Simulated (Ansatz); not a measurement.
Bi2S3 (model structure, started from the A-La2O3 type, P-3m1, No. 164, 5 atoms in the cell) was calculated with PBEsol+SOC in Ansatz (PAW).

Run with plane-wave cutoff 520 eV, 12×12×4 k mesh (along the axes of the cell as run), Fermi–Dirac smearing 0.01 eV, PAW data made under PBE.

Cell (relaxed with PBEsol):

```cif
data_Bi2S3
_chemical_formula_sum 'Bi2 S3'
_space_group_name_H-M_alt 'P 1'
_space_group_IT_number 1
_cell_length_a 3.99572
_cell_length_b 3.99572
_cell_length_c 9.55701
_cell_angle_alpha 90.000
_cell_angle_beta 90.000
_cell_angle_gamma 120.000
loop_
_space_group_symop_operation_xyz
  'x, y, z'
loop_
_atom_site_label
_atom_site_type_symbol
_atom_site_fract_x
_atom_site_fract_y
_atom_site_fract_z
_atom_site_occupancy
Bi1 Bi 0.33333 0.66667 0.19340 1
Bi2 Bi 0.66667 0.33333 0.80660 1
S1 S 0.00000 0.00000 0.00000 1
S2 S 0.33333 0.66667 0.65607 1
S3 S 0.66667 0.33333 0.34393 1
```

### Question
What does this level give for the band gap?

### Answer

- band gap: 0.28 eV (direct)

Note: the relaxation could raise the start's symmetry but not lower it, so the cell can be a saddle point; cell and atoms aren't relaxed at this level (largest force component 0.12 eV/Å, pressure 0.4 GPa).

Static lattice: no zero-point or thermal effects.

A model structure was made by putting elements into a prototype or built by hand; it is no filed structure, need not be a known phase, and can be a saddle point held by its symmetry.

Ansatz is an electronic-structure program.
